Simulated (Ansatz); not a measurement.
## Carrier properties of BeS (F-43m)

Data:

```xyz
2
Lattice="0.0000 2.4189 2.4189 2.4189 0.0000 2.4189 2.4189 2.4189 0.0000" Properties=species:S:1:pos:R:3 pbc="T T T"
Be     0.0000     0.0000     0.0000
S      3.6284     3.6284     3.6284
```

Calculation: PBEsol with spin-orbit coupling, rigid bands (plane waves, PAW; Ansatz, a program for electronic structure). Geometry: cell and atoms relaxed with PBEsol.

| Quantity | Value |
|---|---|
| band gap | 2.88 eV |
| electron conductivity mass (300 K, dilute) | 0.37 mₑ |
| hole conductivity mass (300 K, dilute) | 0.76 mₑ |
| effective density of states N_c (300 K) | 2.0e19 cm⁻³ |
| effective density of states N_v (300 K) | 4.3e19 cm⁻³ |
| density-of-states mass, electrons | 0.86 mₑ |
| density-of-states mass, holes | 1.42 mₑ |
| Seebeck coefficient, n-type 1e19 cm⁻³, 300 K | -275 μV/K |
| best n-type power factor at 300 K for τ = 10 fs (best axis; densities from 1e16 to 1e21 cm⁻³ tried, whether or not they can be reached) | 8.5 μW/(cm·K²) at 1e20 cm⁻³ |
| Seebeck coefficient, p-type 1e19 cm⁻³, 300 K | 368 μV/K |
| best p-type power factor at 300 K for τ = 10 fs (best axis; densities from 1e16 to 1e21 cm⁻³ tried, whether or not they can be reached) | 16.7 μW/(cm·K²) at 3e20 cm⁻³ |

Rigid bands; masses and Seebeck coefficients take one relaxation time τ for all states and one kind of carrier; polarons and phonon drag are left out.
